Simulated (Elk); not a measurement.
Input and output of a self-consistent single point for SrMg5 (P-6m2, 6 atoms in the cell) (Elk).

Level of theory: LDA (PW92), all-electron FP-LAPW, Elk's shipped species files, APW+lo basis with extra local orbitals (Elk).

```yaml
crystal:
  lattice:
    - [3.52198, 0.00000, 0.00000]
    - [-1.76099, 3.05012, 0.00000]
    - [0.00000, 0.00000, 15.37719]
  atoms:
    - { symbol: Sr, position: [0.66667, 0.33333, 0.00000] }
    - { symbol: Mg, position: [0.00000, 0.00000, 0.80719] }
    - { symbol: Mg, position: [0.00000, 0.00000, 0.19281] }
    - { symbol: Mg, position: [0.66667, 0.33333, 0.65411] }
    - { symbol: Mg, position: [0.66667, 0.33333, 0.34589] }
    - { symbol: Mg, position: [0.00000, 0.00000, 0.50000] }
```

Reference input (self-consistent single point, DFT, PBEsol, all-electron FP-LAPW, Elk's shipped species files, APW+lo basis with extra local orbitals): xctype = 22; rgkmax = 7.5; stype = 0; swidth = 0.00499791 Ha; ngridk = 7 7 2; gmaxvr = 14 1/bohr; nxlo = 2; lorbcnd = true; lmaxi = 2. This run's input differs from it in these lines:

```diff
@@ -4,3 +4,3 @@
 xctype
-  22
+  3
```

Log, with long lists cut:

```
│ Self-consistent loop started │
│ Loop number : 1 │
 total energy                :     -4195.11890158
│ Loop number : 2 │
 total energy                :     -4190.13171684
RMS change in Kohn-Sham potential (target) :   0.2883425945     (  0.1000000000E-05)
Absolute change in total energy (target)   :    4.987184737     (  0.1000000000E-03)
│ Loop number : 3 │
 total energy                :     -4181.91728602
RMS change in Kohn-Sham potential (target) :   0.1518218922     (  0.1000000000E-05)
Absolute change in total energy (target)   :    9.461227013     (  0.1000000000E-03)
│ Loop number : 4 │
   [... lines left out ...]
Absolute change in total energy (target)   :   0.5037383044E-03 (  0.1000000000E-03)
│ Loop number : 15 │
 total energy                :     -4173.76016941
RMS change in Kohn-Sham potential (target) :   0.1551054046E-05 (  0.1000000000E-05)
Absolute change in total energy (target)   :   0.1151324268E-03 (  0.1000000000E-03)
│ Loop number : 16 │
 total energy                :     -4173.76019584
RMS change in Kohn-Sham potential (target) :   0.8367772996E-06 (  0.1000000000E-05)
Absolute change in total energy (target)   :   0.2350006071E-05 (  0.1000000000E-03)
Convergence targets achieved

│ Loop number : 17 │

Energies :
 Fermi                       :     0.125113914193
 total energy                :     -4173.76022564

Density of states at Fermi energy :    77.54592272
 (states/Hartree/unit cell)

Estimated indirect band gap :   0.2318400618E-02
 from k-point     16 to k-point     12
Estimated direct band gap   :   0.5215450191E-02
 at k-point     12

Charges :
 core                        :    38.00000000
 valence                     :    60.00000000
 interstitial                :    9.636508386
 muffin-tins (core leakage)
  species :    1 (Sr)
   atom    1                 :    36.06596915     (  0.2911437513E-04)
  species :    2 (Mg)
   atom    1                 :    10.45686028     (  0.6661338148E-15)
   atom    2                 :    10.45686028     (  0.6661338148E-15)
   atom    3                 :    10.46202116     (   0.000000000    )
   atom    4                 :    10.46202116     (   0.000000000    )
   atom    5                 :    10.45975956     (   0.000000000    )
 total in muffin-tins        :    88.36349161
 total calculated charge     :    97.97594434
 total charge                :    98.00000000
 error                       :   0.2405565967E-01

│ Self-consistent loop stopped │
```

The run converged in 17 iterations. The count includes the last loop, which Elk runs after its targets are met. 

The starting cell comes from a database of computed structures (which also holds hypothetical and non-ambient phases and stackings), without a prior relaxation at this level. Values depend on the basis (sphere radii, cutoffs, local orbitals), which need not be converged. The log's line on a gap gives a spacing of levels on this mesh, which the program prints for metals too.

Cost on one core of a shared machine: roughly 5 min.
